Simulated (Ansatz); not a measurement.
**Worked example: self-consistent single point of Hf₂Hg (I4mm, 3 atoms in the cell) in Ansatz (an electronic-structure program)**

Level of theory: PBEsol, default PAW files made with PBE (plane waves; Ansatz).

Input:

Ansatz 0.2 input:
```yaml
crystal:
  lattice:
    - [-1.660045, 1.660045, 5.784150]
    - [1.660045, -1.660045, 5.784150]
    - [1.660045, 1.660045, -5.784150]
  atoms:
    - { symbol: Hf, position: [0.670052, 0.670052, 0.000000] }
    - { symbol: Hf, position: [0.334270, 0.334270, 0.000000] }
    - { symbol: Hg, position: [0.000000, 0.000000, 0.000000] }
basis:
  ecutwfc: 420.0
kpoints:
  mp_grid: { grid: [8, 8, 8] }
hamiltonian:
  xc: pbesol
  pseudopotentials: { kind: paw }
scf:
  occupations: { method: fermi_dirac, width: 0.1 }
output:
  forces: true
  eigenvalues: true
  stress: true
```

Output (repeated stretches shortened):

```
WARN ansatz: RAYON_NUM_THREADS=1 ignored (pool sized by the plan → 1); use --threads N
basis.fft_grid_basis auto: the FFT boxes are laid along the combinations [[1, 0, 1], [0, 1, 1], [0, 0, 1]] of the cell's own vectors, 3.320, 3.320 and 6.242 Å …
Pseudopotentials: kind: paw
Pseudopotential: Hf, paw, valence charge 26
Pseudopotential: Hg, paw, valence charge 20
Crystal: 3 atoms, lattice volume = 63.759 Å³
Basis set: ecut = 420 eV, 1231 PW (Γ), FFT grids on a1+a3, a2+a3, a3, exchange–correlation on 48×48×90 points (8 copies of the dense FFT grid, shifted against one another)
Bands: 44, of which v1, the nominal top of the filled ones, is band 36 counted from 1 (35 counted from 0)
Symmetry: 8 space group operations
Space group: I4mm (ITA 107), of the structure as read, at distance tolerance 4.0e-5 Å
k-points: 59 of 512 (time reversal used)
PAW frozen core: Hf, regenerated for the run's functional, and the local potential with it
PAW frozen core: Hg, regenerated for the run's functional, and the local potential with it
Initial density: superposition of atomic densities (neutral atoms: chi_scale 0, normalization atom), corrected by the library's trained network
Initial wavefunctions: pseudopotential atomic-orbital guess
Eigensolver: davidson
Functional: x = pbesol(κ = 0.804, μ = 0.12345679012345678), c = pbesol(β = 0.046)
SCF iter   1: F=—  HF=-44864.670132 eV  |F-HF|=—  |Δ(HF+E_count)|=         —  Δρ=4.41e-3  dr2=1.16e-2  ethr=1.77e-3  ⟨swp⟩=5.7  Hψ=8205  notcnv=0  defer=1
all-band conjugate gradients solve this SCF's bands
preconditioner: auto → Kerker (q_TF=auto, 2.784 Å⁻¹)
SCF iter   2: F=—  HF=-44864.669614 eV  |F-HF|=—  |Δ(HF+E_count)|=   5.18e-4  Δρ=2.56e-3  dr2=4.63e-3  ethr=1.61e-5  ⟨swp⟩=2.0  Hψ=3612  notcnv=0  defer=2
SCF iter   3: F=—  HF=-44864.669124 eV  |F-HF|=—  |Δ(HF+E_count)|=   4.90e-4  Δρ=6.21e-4  dr2=4.62e-4  ethr=6.43e-6  ⟨swp⟩=2.0  Hψ=3583  notcnv=0  defer=2
SCF iter   4: F=—  HF=-44864.668943 eV  |F-HF|=—  |Δ(HF+E_count)|=   1.80e-4  Δρ=2.74e-4  dr2=5.78e-5  ethr=6.42e-7  ⟨swp⟩=2.0  Hψ=4493  notcnv=0  defer=2
SCF iter   5: F=—  HF=-44864.668902 eV  |F-HF|=—  |Δ(HF+E_count)|=   4.17e-5  Δρ=1.27e-4  dr2=1.07e-5  ethr=8.03e-8  ⟨swp⟩=2.0  Hψ=4081  notcnv=0  defer=2
SCF iter   6: F=—  HF=-44864.668901 eV  |F-HF|=—  |Δ(HF+E_count)|=   6.70e-7  Δρ=3.24e-5  dr2=9.30e-7  ethr=1.48e-8  ⟨swp⟩=2.0  Hψ=4132  notcnv=0  defer=2
SCF iter   7: F=—  HF=-44864.668901 eV  |F-HF|=—  |Δ(HF+E_count)|=   4.13e-7  Δρ=1.63e-5  dr2=2.15e-7  ethr=1.29e-9  ⟨swp⟩=2.1  Hψ=4535  notcnv=0  defer=2
SCF iter   8: F=-44864.668900 eV  HF=-44864.668900 eV  |F-HF|=4.46e-8  |Δ(HF+E_count)|=   7.08e-8  Δρ=7.33e-6  dr2=5.73e-8  ethr=1.39e-10  ⟨swp⟩=6.6  Hψ=11198  notcnv=0
SCF 1 converged in 8 iterations: F = -44864.668900 eV  dr2 = 5.73e-8
SCF converged after 8 iterations
Free energy (F): -44864.668900 eV
Harris-Foulkes:  -44864.668900 eV  (|F-HF|=4.46e-8)
Internal energy: -44864.596039 eV  (E = F + TS)
E sigma→0 (E₀):  -44864.632470 eV
Entropy (-TS):   -0.072862 eV (-24.287 meV/atom)
Fermi energy:    19.736735 eV
--- Per-component energies (eV) ---
  E_band       = -251.111650
  E_kinetic    = 1451.310145
  E_local      = -12403.390189  (includes V_loc(G=0)·N_el)
  E_nonlocal   = -2404.845040
  E_hartree    = 5750.848651
  E_xc         = -815.653803
  E_vxc        = -795.304912  (∫ρ·V_xc dr)
  E_paw        = -23412.368326  (= ΣΔE_a)
  E_vpaw       = 2399.422930  (= ΣTr[D̂ρ^β])
  E_aug_tail   = 0.000858  (compensation charges beyond the density's cutoff)
  E_ewald      = -13033.329171
  E_core_change = 2.830834  (= ΣΔE_core)
  E_smearing   = -0.072862  (= −TS)
  E_closure    = 0.000000  (closes the sum)
  Σ components = -44864.668900   (vs F -44864.668900, Δ=0.00e0)
--- Forces (eV/Å), atoms counted from 1 ---
  atom   1  Hf    -0.00000000    -0.00000000    -0.50716334
  atom   2  Hf     0.00000000     0.00000000     0.38532811
  atom   3  Hg     0.00000000     0.00000000     0.12175221
  max |Σ_I F_I| component: 8.30e-5 eV/Å
--- Stress (GPa, compression-positive) ---
       -1.521073       0.000000      -0.000000
        0.000000      -1.521073       0.000000
       -0.000000      -0.000000      -0.720889
  P = ⅓ Tr σ = -1.2543 GPa (-12.543 kbar)
  The stress holds the Pulay correction. Without it, at fixed plane waves, as pw.x and ABINIT print it: P = -1.2988 GPa
--- Band table (eV; the first three rows and the last of 59) ---
  k-point 0: bands = ["-95.9208", "-44.2728", "-44.2728", "-44.2684", "-42.3715", "-42.2948", "-11.2794", "-10.9930", "-10.9930", "-10.8270", "-10.7047", "-10.7047", "7.6662", "7.6701", "7.6732", "7.6743", "7.6743", "7.6969", "7.7003", "7.7003", [...]
  k-point 1: bands = ["-95.9208", "-44.2746", "-44.2745", "-44.2680", "-42.3630", "-42.2970", "-11.2709", "-11.0530", "-11.0399", "-10.7734", "-10.7668", "-10.7303", "7.6668", "7.6692", "7.6753", "7.6759", "7.6816", "7.6940", "7.6990", "7.7014", [...]
  k-point 2: bands = ["-95.9206", "-44.2787", "-44.2785", "-44.2671", "-42.3429", "-42.3020", "-11.2647", "-11.1516", "-11.0980", "-10.8956", "-10.7919", "-10.7433", "7.6702", "7.6734", "7.6752", "7.6795", "7.6869", "7.6954", "7.6979", "7.7085", [...]
  k-point 58: bands = ["-95.9208", "-44.2728", "-44.2728", "-44.2685", "-42.3704", "-42.2959", "-11.2481", "-10.9937", "-10.9937", "-10.8618", "-10.7038", "-10.7038", "7.6659", "7.6689", "7.6753", "7.6753", "7.6771", "7.6950", "7.7008", "7.7008", [...]
```

The run converged in 8 iterations.

The starting cell comes from a database of computed structures (which also holds hypothetical and non-ambient phases and stackings), without a prior relaxation at this level. Its lattice was rescaled by up to half a per cent. One atom was moved a little off its site on purpose. Spin-orbit coupling is off. Ansatz's pressure includes its estimate of the finite-basis (Pulay) stress.
